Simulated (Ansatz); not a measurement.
**C: energy against strain**

C (diamond, Fd-3m, 5.641 Å³/atom at rest) under an equal strain ε in the (001) plane with the normal axis free, as in a coherent film. r2SCAN in Ansatz, a plane-wave DFT program (PAW, default set), 500 eV, 16×16×16 Γ-centred mesh, Fermi-Dirac smearing 0.05 eV; ions are relaxed within the symmetry of each cell.

Here s stands for strain and y for E less E0.

```csv
strain (%),E less E0 (meV/atom)
-3.00,?
-1.50,9.85
-1.00,4.34
-0.50,1.07
0.00,0.00
0.50,1.05
1.00,4.16
1.50,9.27
```

Fit y of the 7 rows that show it with a parabola. Least squares gives y = -0.001 - 0.1514·s + 4.2495·s². Residuals (row less fit): 0.063, -0.060, -0.067, 0.001, 0.064, 0.063, -0.063; standard error 0.078 (degrees of freedom: 4). Twice the quadratic coefficient over the volume, 2 × 4.2495 meV × 10⁴ × 0.1602 / 5.641 Å³, is twice the biaxial elastic modulus of this plane = 2414 ± 19 GPa.

**Question.** What does the fit predict for y at s = -3.00, and how far is the calculated value from it?

**Answer.** y = -0.001 - 0.1514 × (-3.0) + 4.2495 × (-3.0)² = 38.699 meV/atom. The calculation gives 40.61 meV/atom, 1.911 meV/atom above the prediction (4.7 % of the range of y in the table). The row lies outside the fitted rows, so this is an extrapolation. From the scatter of the fitted rows alone, a prediction at this place has a standard error of 0.297 meV/atom, so the miss is 6.4 times that.

One order more, fitted to all 13 runs of the series, follows each within 0.01, so the miss is the next term of a smooth law. Rows are the converged runs of the series near zero and its far end; series whose fitted rows scatter by over a few per cent of the range, as at a crossing or softening among them, aren't shown in this form. Most that stay on the fit to the last digits aren't either.
